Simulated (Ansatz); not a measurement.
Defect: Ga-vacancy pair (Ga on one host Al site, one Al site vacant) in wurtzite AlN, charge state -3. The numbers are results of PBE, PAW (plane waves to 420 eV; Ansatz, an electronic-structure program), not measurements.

72-site cell at the relaxed PBE lattice, the Γ point alone, smearing 0.01 eV, spin-restricted, no finite-size correction. Static, classical nuclei. The charge state is imposed; whether it is stable for some Fermi level was not computed. Forms of the defect that were not tried may lie lower. The start lies 0.036 eV above the lowest site run (PBE).

Barriers: single points on a 2×2×2 k-point mesh shifted by half a step along c at the bands' geometries (they differ from the bands' own by up to 0.17 eV, and are uncertain by about as much).

The step: a nearby Al atom hops onto the vacant site (Ga-vacancy distance between ideal sites 3.09 → 4.40 Å). Atoms about the jump, Cartesian Å from the middle of the jump, before and after:

```tsv
atom	x0	y0	z0	x1	y1	z1
Al1	-0.76	1.32	-0.01	0.76	-1.32	0.01
N2	0.76	0.62	-0.66	0.92	0.35	-0.66
N3	-0.94	-2.35	-0.56	-0.80	-2.28	-0.50
N4	-2.38	0.44	-0.57	-2.53	0.35	-0.66
N5	0.76	-1.37	2.39	0.76	-1.37	1.95
N6	-0.81	1.34	1.93	-0.80	1.34	2.35
Al7	-2.34	-1.38	0.01	-2.37	-1.32	0.01
Al8	0.76	0.43	2.52	0.75	0.45	2.52
N9	-2.38	-1.36	1.95	-2.37	-1.37	1.95
Al10	0.77	0.43	-2.47	0.74	0.45	-2.46
Al11	-0.80	-2.27	2.52	-0.80	-2.26	2.51
Al12	-2.36	0.44	2.51	-2.36	0.45	2.52
Al13	2.28	1.32	-0.01	2.28	1.32	-0.01
Ga14	-0.76	-2.24	-2.42	-0.80	-2.27	-2.47
Al15	-2.37	0.44	-2.49	-2.35	0.45	-2.46
N16	2.33	1.34	1.93	2.33	1.34	1.93
N17	2.48	-2.36	-0.66	2.31	-2.28	-0.55
N18	-0.82	3.14	-0.55	-0.80	3.34	-0.66
```

Question: Predict the transition state.

Answer: 
```
atom      x      y      z
----  -----  -----  -----
Al1   -0.35  -0.21   0.27
N2     0.93   0.54  -0.70
N3    -0.90  -2.14  -0.45
N4    -2.33   0.30  -0.54
N5     0.66  -1.26   2.00
N6    -0.77   1.21   1.99
Al7   -2.56  -1.45   0.02
Al8    0.81   0.48   2.61
N9    -2.44  -1.39   1.95
Al10   0.80   0.48  -2.49
Al11  -0.82  -2.24   2.52
Al12  -2.36   0.42   2.52
Al13   2.36   1.37  -0.01
Ga14  -0.78  -2.20  -2.40
Al15  -2.32   0.44  -2.43
N16    2.36   1.37   1.94
N17    2.39  -2.32  -0.62
N18   -0.82   3.24  -0.62
```
It lies 2.21 eV above the start and 2.22 eV above the end. The program found a first-order saddle point.
